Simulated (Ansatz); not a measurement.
Consider MgTe in the wurtzite structure (space group P6_3mc, No. 186; a = 4.561 Å, c = 7.412 Å).

Calculations: Ansatz (a program for electronic structure) PBEsol, no spin-orbit coupling.

For the base:

* **Pressure**: -0.01 GPa
* **Electron mass**: 0.15 mₑ along c, 0.17 mₑ across (at Γ)

It is then changed as follows: an isotropic linear strain of −0.60 %, atoms relaxed at fixed cell.

### Question
Predict the new pressure, electron mass and mean gap deformation potential ΔEg/Δln V.

### Answer
The pressure (mean of the normal stresses, compression positive) goes up by 0.68 GPa to 0.67 GPa; the electron mass goes from 0.15 mₑ along c, 0.17 mₑ across (at Γ) to 0.16 mₑ along c, 0.17 mₑ across (at Γ); the mean gap deformation potential ΔEg/Δln V is -4.4 eV.

With Te present, leaving out spin-orbit coupling can change the band edges. Effective masses come from finite differences of ±0.01 Å⁻¹. Stability against distortions was not tested.
